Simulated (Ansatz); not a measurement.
We look at the energy of the reaction as written. Reaction: 4 C (graphite) + 5 Cu (fcc) → cell A. Negative: the products are lower in energy.

Cell A: a stack of composition Cu5C4 built on Cu (fcc, Fm-3m) (111), with 5 atoms on that crystal's sites, 9 atoms, hexagonal cell of 2.52 Å (5.5 Å²), symmetry P3m1, 14.7 Å thick under 16 Å of vacuum, in-plane vectors held at the crystal's, which may strain the added film; planes from bottom to top: Cu × 5 | C2 × 2, its two faces unlike (dipole correction applied); spin state with PBE: run without spin, k-point mesh 21×21×1.
```
Cu5C4
1.0
    2.51915     0.00000     0.00000
    1.25957     2.18165     0.00000
    0.00000     0.00000    30.58404
Cu C
5 4
Direct
  0.33333   0.33333   0.25988
  0.00000   0.00000   0.32748
  0.66667   0.66667   0.39477
  0.33333   0.33333   0.46202
  0.00000   0.00000   0.52918
  0.00000   0.00000   0.63082
  0.33333   0.33333   0.63084
  0.66667   0.66667   0.74162
  0.00000   0.00000   0.74161
```

Reference: C (graphite, P6₃/mmc), 4 atoms in the cell, k-point mesh 18×18×6 on the run's own vectors. Conventional cell: a = b = 2.4650 Å, c = 6.7411 Å, α = β = 90.00°, γ = 120.00°.

Reference: Cu (fcc, Fm-3m), 1 atom in the cell, a perfect crystal on lattice vectors that match the other cells'; spin state with PBE: run without spin, k-point mesh 21×21×22 on the run's own vectors.

Plane-wave PAW calculations with Ansatz (a quantum-chemistry and plane-wave program), its PAW set soft_1, cutoff 420 eV, 500 eV for r2SCAN. The structures are at rest with PBE+D3(BJ), within the held lattices; other levels are single points on them. Neutral cells; Fermi-Dirac smearing of at most 0.10 eV in the solids, energies taken to zero width. The lattices are those relaxed with PBE+D3(BJ) or held as stated, so at other levels the solids can be strained, which adds to the spread. A dispersion term (D3(BJ), or D4 for r2SCAN) was computed beside these levels and is taken off wherever the name lacks it. Nuclei at rest; no vibrational terms. No structure search was made; lower ones may exist. No correction for cell size. Cell A has symmetry P3m1 and got no random move, so less symmetric positions, which may lie lower, weren't tried.

### Question
Estimate the value that r2SCAN+D4 returns for this input.

### Answer
1.44 eV, for 4 C (graphite) + 5 Cu (fcc) → cell A.

### Question
What do the other levels give, and how wide is the spread?

### Answer
| Method | value (eV) | less r2SCAN+D4 |
|---|---|---|
| PBE | 1.01 | -0.43 |
| PBE+D3(BJ) | 1.59 | 0.15 |
| r2SCAN | 1.24 | -0.20 |

The levels span 0.58 eV, from PBE (1.01) to PBE+D3(BJ) (1.59).
